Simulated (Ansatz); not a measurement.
## Effect of biaxial strain +3.00 %, plane normal [001], relaxed out of plane on Zr

The parent structure is Zr in the hcp (Mg type) structure (space group P6_3/mmc, No. 194; a = 3.1825 Å, c = 5.1235 Å; relaxed with 0.1 eV smearing). Axes: x lies along a and z along c of the hexagonal cell.

It is then changed as follows: tensile biaxial strain of 3.00 % in the plane normal to [001], as in epitaxy on a mismatched substrate; the out-of-plane cell vector and the atoms relax.

All numbers come from PBEsol, PAW, 420 eV (Ansatz, a quantum-chemistry and plane-wave program; no spin-orbit coupling). k-mesh 21×21×11 (Γ-centred); smearing 0.1 eV (Fermi–Dirac).

- Volume per atom: 23.27 Å³ (base 22.47 Å³)
- Space group: P6_3/mmc (No. 194) (base P6_3/mmc (No. 194))
- Shortest interatomic distance: 3.136 Å (base 3.153 Å)
- Pressure (mean of the normal stresses, compression positive): -2.9 GPa (base 0.0 GPa)
- Band gap: zero (base zero)
- Out-of-plane strain: -2.38 %
- Ratio −ε⊥/ε∥: 0.79

No phonon test of stability was made. The final runs are not spin-polarised.
